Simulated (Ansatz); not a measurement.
## Effect of isotropic strain −3.66 % on Ag

Take Ag in the fcc (Cu type) structure (space group Fm-3m, No. 225; a = 4.0544 Å) as the base.

Now apply this change: every lattice vector is shortened by 3.66 %, atoms relaxed at fixed cell.

The values are results of PBEsol (Ansatz, a quantum-chemistry and plane-wave program, PAW, spin-orbit coupling left out), not measurements. k-mesh 20×20×20 (Γ-centred); smearing 0.05 eV (Fermi–Dirac).

The volume per atom falls by 1.76 Å³ to 14.90 Å³ and the space group is still Fm-3m (No. 225). The shortest interatomic distance decreases by 0.105 Å, from 2.867 Å to 2.762 Å and the energy grows by 89 meV/atom. The band gap is still zero.

Final structure:

```
CELL_PARAMETERS angstrom
      0.00000     1.95300     1.95300
      1.95300     0.00000     1.95300
      1.95300     1.95300     0.00000
ATOMIC_POSITIONS crystal
  Ag 0.00000 0.00000 0.00000
```

Whether these cells are dynamically stable was not tested.
